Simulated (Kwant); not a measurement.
Kwant, Hückel tight-binding model, one pz orbital an atom, one spin, coherent transport at 0 K. Conductance is in e²/h.

Model system: π system c1ccc2ccccc2c1 between two chain leads. The π system is taken as planar. Atoms are numbered from 0 in the order of the SMILES. Site energies (eV, carbon 0): [0.0, 0.0, 0.0, 0.0, 0.0, 0.0, 0.0, 0.0, 0.0, 0.0]. Bonds (i, j, β in eV): (0,1,-2.7) (1,2,-2.7) (2,3,-2.7) (3,4,-2.7) (4,5,-2.7) (5,6,-2.7) (6,7,-2.7) (7,8,-2.7) (8,9,-2.7) (9,0,-2.7) (8,3,-2.7). Leads: chains of hopping −4.1 eV, joined by −0.81 eV to atoms 0 and 4.

Site energies and bond integrals are typed Hückel values.

Sweep values stay those of the base run.

One input was changed, with this effect: transmission at E = 0 < 1e-12 → 0.0062.

### Question
Which change was it?
A) contacts moved from atoms [0, 4] to [0, 2]
B) contacts moved from atoms [0, 4] to [2, 7]
C) contacts moved from atoms [0, 4] to [2, 4]
D) contacts moved from atoms [0, 4] to [0, 9]
E) contacts moved from atoms [0, 4] to [0, 6]
F) contacts moved from atoms [0, 4] to [0, 5]

### Answer
D, contacts moved from atoms [0, 4] to [0, 9]
